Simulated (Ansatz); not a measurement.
A hypothetical phase is included: elements placed on a structure type, which no database files for this compound.

By PBEsol, the system below comes out a metal.

The ballistic (Sharvin) conductance counts the channels at the Fermi level: G/A = (e²/h) × channels of both spins per area.

Consider the following.

```
CELL_PARAMETERS angstrom
      3.04942     0.00000     0.00000
      0.00000     3.04942     0.00000
      0.00000     0.00000     3.04942
ATOMIC_POSITIONS crystal
  Be 0.00000 0.00000 0.00000
  Se 0.50000 0.50000 0.50000
```

The cell was relaxed by PBE-D3(BJ); by PBEsol it stands under a pressure of 1.5 GPa.

The current flows along the normal of the first two printed cell vectors, the (001) plane of the conventional cell. No spin-orbit coupling; the value is a mean over 0.1 eV about the Fermi level.

Task: Compute, with PBEsol run with Ansatz (a first-principles code), the ballistic conductance per area.

Result: 1.2 × 10¹⁵ S/m² for both spins.
